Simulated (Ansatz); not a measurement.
# Pressure series in CaF2

Base system: CaF2 (space group Pmc2_1, No. 26; a = 3.4696 Å, b = 4.1055 Å, c = 5.8757 Å; a cell from a computed database, its experimental status unchecked).

Cell and atoms are relaxed at each pressure.

Levels (all Ansatz, a program for electronic structure, PAW, earlier PAW set): PBEsol (420 eV, without spin-orbit coupling); HSE06 (420 eV, spin-orbit coupling left out).

Band gaps by level, all at the geometries relaxed with PBEsol:

| case | PBEsol | HSE06 |
|---|---|---|
| base | 6.32 eV | 8.63 eV |
| pressure 0.3 GPa | 6.33 eV | 8.65 eV |
| pressure 0.7 GPa | 6.34 eV | 8.66 eV |
| pressure 1.5 GPa | 6.36 eV | 8.69 eV |
| pressure 3 GPa | 6.38 eV | 8.73 eV |
| pressure 5 GPa | 6.41 eV | 8.78 eV |
| pressure 7.5 GPa | 6.43 eV | 8.82 eV |
| pressure 10 GPa | 6.44 eV | 8.84 eV |

Single points use the geometry relaxed with PBEsol. HSE06 gaps are upper bounds (no full band path). Load acts through the strain it causes; cell and atoms are relaxed under it. Whether these cells are dynamically stable was not tested. Competing high-pressure phases were not computed.
